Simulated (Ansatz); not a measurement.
Worked example: self-consistent single point of CrCoGe (P6_3/mmc, 6 atoms in the cell) in Ansatz (a program for electronic structure).

Level of theory: LDA (PW92), default PAW files made with PBE (plane waves; Ansatz).

```
CELL_PARAMETERS angstrom
      4.09282     0.00000     0.00000
     -2.04641     3.54448     0.00000
      0.00000     0.00000     5.14603
ATOMIC_POSITIONS crystal
  Ge 0.33333 0.66667 0.75000
  Ge 0.66667 0.33333 0.25000
  Co 0.33333 0.66667 0.25000
  Co 0.66667 0.33333 0.75000
  Cr 0.00000 0.00000 0.00000
  Cr 0.00000 0.00000 0.50000
```
Moments meant for the start (each program seeds them in its own way; μB, in the order of the atoms Ge Ge Co Co Cr Cr): 0.0 0.0 3.0 3.0 3.0 3.0.

Reference input (self-consistent single point, DFT, LDA (PW92), plane waves, default PAW files made with PBE): basis.ecutwfc = 30.9 Ry; kpoints.mp_grid.grid = 6 6 5; hamiltonian.xc = lda; hamiltonian.pseudopotentials = {kind: paw} (the program's default PAW files); magnetization.spin_polarized = true; scf.occupations.method = cold; scf.occupations.width = 0.02 Ry. This run's input differs from it in these lines:

Ansatz 0.2 input:
```diff
@@ -16,3 +16,3 @@
   mp_grid:
-    grid: [6, 6, 5]
+    grid: [8, 8, 5]
 hamiltonian:
@@ -26,3 +26,3 @@
     method: cold
-    width: 0.02 Ry
+    width: 0.0073 Ry
 output:
```

Output (repeated stretches shortened):

```
SCF iter   1: F=—  HF=-25207.189827 eV  |F-HF|=—  |Δ(HF+E_count)|=         —  Δρ=2.43e-1 (↑2.43e-1 ↓1.54e-1)  dr2=1.93e1  dr2_m=2.41e1  M=3.052 μB ∫|m|=3.198 μB  β_m=0.30  ethr=3.10e-3  ⟨swp⟩=5.6  Hψ=12132  notcnv=0  defer=32
Mixer restart at iter 1: flushing history
all-band conjugate gradients solve this SCF's bands
preconditioner: auto → Kerker (q_TF=auto, 2.815 Å⁻¹)
   [... lines left out ...]
SCF iter  21: F=—  HF=-25203.449947 eV  |F-HF|=—  |Δ(HF+E_count)|=   1.58e-7  S|Δr|=    0.00e0  Δρ=2.11e-5 (↑1.46e-5 ↓2.11e-5)  dr2=8.02e-7  dr2_m=9.91e-9  M=4.422 μB ∫|m|=4.639 μB  β_m=0.96  ethr=8.74e-10  ⟨swp⟩=2.0  Hψ=3991  notcnv=0  defer=438
SCF iter  22: F=-25203.449947 eV  HF=-25203.449947 eV  |F-HF|=5.04e-8  |Δ(HF+E_count)|=   4.10e-8  S|Δr|=    0.00e0  Δρ=4.47e-6 (↑4.47e-6 ↓4.39e-6)  dr2=5.56e-8  dr2_m=2.36e-10  M=4.422 μB ∫|m|=4.639 μB  ethr=1.11e-10  ⟨swp⟩=8.3  Hψ=14883  notcnv=0
SCF 1 converged in 22 iterations: F = -25203.449947 eV  dr2 = 5.56e-8
WARN: an SCF from ferrimagnetic starting moments (0.00, 0.00, 3.00, 3.00, -3.00, 3.00 Bohr magnetons, atom by atom) was not made, by what the run has read of …
   [... lines left out ...]
Absolute magnetization: 4.6398 μB (∫|ρ↑−ρ↓|, with the PAW one-centre terms)
Free energy (F): -25203.449947 eV
Fermi energy:    16.892253 eV
   [... lines left out ...]
  atom   1  Ge     0.00000000    -0.00000000     0.00000000
   [... zero for the other atoms too ...]
--- Stress (GPa, compression-positive) ---
      -14.941575      -0.000000       0.000000
       -0.000000     -14.941575       0.000000
        0.000000       0.000000     -16.205029
  P = ⅓ Tr σ = -15.3627 GPa (-153.627 kbar)
  The stress holds the Pulay correction. Without it, at fixed plane waves, as pw.x and ABINIT print it: P = -15.5071 GPa
```

The run converged in 22 iterations. Against the reference run the free energy falls by 3.6 meV/atom, the pressure goes from -15.69 to -15.36 GPa and the size of the net moment moves little (0.72 to 0.74 μB/atom).

The starting cell comes from a database of published, mostly measured structures (it also holds non-ambient and calculated ones), without a prior relaxation at this level. Its lattice was rescaled by a random factor within 2.5 % of one. The magnetic order is the one reached from the typed start; others were not searched systematically. The program warned that, by what it read of turns of the moments, another magnetic order lies lower. With a pressure of about -15 GPa the cell is away from its equilibrium volume at this level. Ansatz's pressure includes its estimate of the finite-basis (Pulay) stress.

Cost on one core of a shared machine: roughly 40 s.
